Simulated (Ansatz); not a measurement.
## Ansatz run on Ni₂Ge (P6_3/mmc, 6 atoms in the cell): self-consistent single point

Level of theory: LDA (PW92), default PAW files made with PBE (plane waves; Ansatz, an electronic-structure program).

The input file:

Ansatz 0.2 input:
```yaml
# Ni2Ge
crystal:
  lattice:
    - [3.991749, 0.000000, 0.000000]
    - [-1.995875, 3.456957, 0.000000]
    - [0.000000, 0.000000, 5.038952]
  atoms:
    - { symbol: Ni, position: [0.666667, 0.333333, 0.250000] }
    - { symbol: Ni, position: [0.333333, 0.666667, 0.750000] }
    - { symbol: Ni, position: [0.000000, 0.000000, 0.000000] }
    - { symbol: Ni, position: [0.000000, 0.000000, 0.500000] }
    - { symbol: Ge, position: [0.666667, 0.333333, 0.750000] }
    - { symbol: Ge, position: [0.333333, 0.666667, 0.250000] }
basis:
  ecutwfc: 30.9 Ry
kpoints:
  mp_grid: { grid: [10, 10, 7] }
hamiltonian:
  xc: lda
  pseudopotentials: { kind: paw }
scf:
  occupations: { method: fermi_dirac, width: 0.0073 Ry }
output:
  forces: true
  eigenvalues: true
  stress: true
```

Output, abridged:

```
WARN the atoms were moved onto the symmetric positions of the space group found under crystal.symmetry.tolerance 1.0e-5 (fractional …
WARN ansatz: RAYON_NUM_THREADS=1 ignored (pool sized by the plan → 1); use --threads N
Pseudopotentials: kind: paw
Pseudopotential: Ni, paw, valence charge 18
Pseudopotential: Ge, paw, valence charge 14
Crystal: 6 atoms, lattice volume = 69.534 Å³
Basis set: ecut = 420.4159175005146 eV, 1397 PW (Γ)
Bands: 60, of which v1, the nominal top of the filled ones, is band 50 counted from 1 (49 counted from 0)
Symmetry: 24 space group operations
Space group: P63/mmc (ITA 194), of the structure as read, at distance tolerance 4.1e-5 Å
k-points: 56 of 700
PAW frozen core: Ni, regenerated for the run's functional, and the local potential with it
PAW frozen core: Ge, regenerated for the run's functional, and the local potential with it
Initial density: superposition of atomic densities (neutral atoms: chi_scale 0, normalization atom), corrected by the library's trained network
Initial wavefunctions: pseudopotential atomic-orbital guess
Eigensolver: davidson
Functional: x = slater, c = lda
SCF iter   1: F=—  HF=-31527.018966 eV  |F-HF|=—  |Δ(HF+E_count)|=         —  Δρ=2.26e-2  dr2=1.80e-1  ethr=1.77e-3  ⟨swp⟩=5.6  Hψ=10509  notcnv=0  defer=64
all-band conjugate gradients solve this SCF's bands
preconditioner: auto → Kerker (q_TF=auto, 2.899 Å⁻¹)
SCF iter   2: F=—  HF=-31526.992920 eV  |F-HF|=—  |Δ(HF+E_count)|=   2.60e-2  Δρ=6.49e-3  dr2=1.63e-2  ethr=1.80e-4  ⟨swp⟩=2.8  Hψ=6523  notcnv=0  defer=110
SCF iter   3: F=—  HF=-31526.991116 eV  |F-HF|=—  |Δ(HF+E_count)|=   1.80e-3  Δρ=1.96e-3  dr2=1.63e-3  ethr=1.63e-5  ⟨swp⟩=1.2  Hψ=3308  notcnv=0  defer=110
SCF iter   4: F=—  HF=-31526.990815 eV  |F-HF|=—  |Δ(HF+E_count)|=   3.00e-4  Δρ=3.81e-4  dr2=9.62e-5  ethr=1.63e-6  ⟨swp⟩=2.8  Hψ=5483  notcnv=0  defer=110
SCF iter   5: F=—  HF=-31526.990802 eV  |F-HF|=—  |Δ(HF+E_count)|=   1.38e-5  Δρ=2.36e-4  dr2=2.70e-5  ethr=9.62e-8  ⟨swp⟩=2.0  Hψ=4521  notcnv=0  defer=110
SCF iter   6: F=—  HF=-31526.990793 eV  |F-HF|=—  |Δ(HF+E_count)|=   8.39e-6  Δρ=1.01e-4  dr2=4.73e-6  ethr=2.70e-8  ⟨swp⟩=2.0  Hψ=3957  notcnv=0  defer=110
SCF iter   7: F=—  HF=-31526.990792 eV  |F-HF|=—  |Δ(HF+E_count)|=   1.37e-6  Δρ=2.79e-5  dr2=5.47e-7  ethr=4.73e-9  ⟨swp⟩=2.2  Hψ=4872  notcnv=0  defer=110
SCF iter   8: F=-31526.990792 eV  HF=-31526.990792 eV  |F-HF|=4.19e-8  |Δ(HF+E_count)|=   1.71e-7  Δρ=8.28e-6  dr2=4.57e-8  ethr=1.00e-10  ⟨swp⟩=8.5  Hψ=14199  notcnv=0
SCF 1 converged in 8 iterations: F = -31526.990792 eV  dr2 = 4.57e-8
SCF converged after 8 iterations
Free energy (F): -31526.990792 eV
Harris-Foulkes:  -31526.990792 eV  (|F-HF|=4.19e-8)
Internal energy: -31526.877094 eV  (E = F + TS)
E sigma→0 (E₀):  -31526.933943 eV
Entropy (-TS):   -0.113697 eV (-18.950 meV/atom)
Fermi energy:    17.656258 eV
--- Per-component energies (eV) ---
  E_band       = -1223.705101
  E_kinetic    = 1372.011749
  E_local      = -17885.611671  (includes V_loc(G=0)·N_el)
  E_nonlocal   = 3417.717600
  E_hartree    = 7608.689338
  E_xc         = -492.354480
  E_vxc        = -573.177278  (∫ρ·V_xc dr)
  E_paw        = -10154.760330  (= ΣΔE_a)
  E_vpaw       = -2772.042717  (= ΣTr[D̂ρ^β])
  E_aug_tail   = 0.002152  (compensation charges beyond the density's cutoff)
  E_ewald      = -15398.124587
  E_core_change = 5.553134  (= ΣΔE_core)
  E_smearing   = -0.113697  (= −TS)
  E_closure    = 0.000000  (closes the sum)
  Σ components = -31526.990792   (vs F -31526.990792, Δ=0.00e0)
--- Forces (eV/Å), atoms counted from 1 ---
  atom   1  Ni     0.00000000     0.00000000     0.00000000
   [... zero for the other atoms too ...]
  max |Σ_I F_I| component: 4.63e-17 eV/Å
--- Stress (GPa, compression-positive) ---
       -9.325584       0.000000       0.000000
       -0.000000      -9.325584       0.000000
        0.000000       0.000000      -7.994084
  P = ⅓ Tr σ = -8.8818 GPa (-88.818 kbar)
  The stress holds the Pulay correction. Without it, at fixed plane waves, as pw.x and ABINIT print it: P = -8.9748 GPa
--- Band table (eV; the first three rows and the last of 56) ---
  k-point 0: bands = ["-84.8919", "-84.8913", "-84.6297", "-84.6199", "-45.7889", "-45.7889", "-45.7871", "-45.7871", "-45.6641", "-45.6612", "-45.5547", "-45.4556", "-45.4556", "-45.4488", "-45.4488", "-45.4472", "-7.2492", "-7.2401", "-7.2186", [...]
  k-point 1: bands = ["-84.8919", "-84.8913", "-84.6292", "-84.6204", "-45.7888", "-45.7888", "-45.7872", "-45.7872", "-45.6640", "-45.6614", "-45.5493", "-45.4552", "-45.4552", "-45.4525", "-45.4491", "-45.4491", "-7.2481", "-7.2399", "-7.2177", [...]
  k-point 2: bands = ["-84.8918", "-84.8914", "-84.6279", "-84.6217", "-45.7886", "-45.7886", "-45.7874", "-45.7874", "-45.6637", "-45.6619", "-45.5344", "-45.4674", "-45.4543", "-45.4543", "-45.4501", "-45.4501", "-7.2454", "-7.2397", "-7.2148", [...]
  k-point 55: bands = ["-84.8914", "-84.8914", "-84.6261", "-84.6238", "-45.7897", "-45.7893", "-45.7887", "-45.7882", "-45.6646", "-45.6643", "-45.5110", "-45.4884", "-45.4543", "-45.4541", "-45.4489", "-45.4487", "-7.2381", "-7.2378", "-7.2105", [...]
```

The run converged in 8 iterations.

The starting cell comes from a database of computed structures (which also holds hypothetical and non-ambient phases and stackings), without a prior relaxation at this level. Its lattice was rescaled by up to half a per cent. Spin polarisation is off. With a pressure of about -9 GPa the cell is away from its equilibrium volume at this level. Ansatz's pressure includes its estimate of the finite-basis (Pulay) stress.
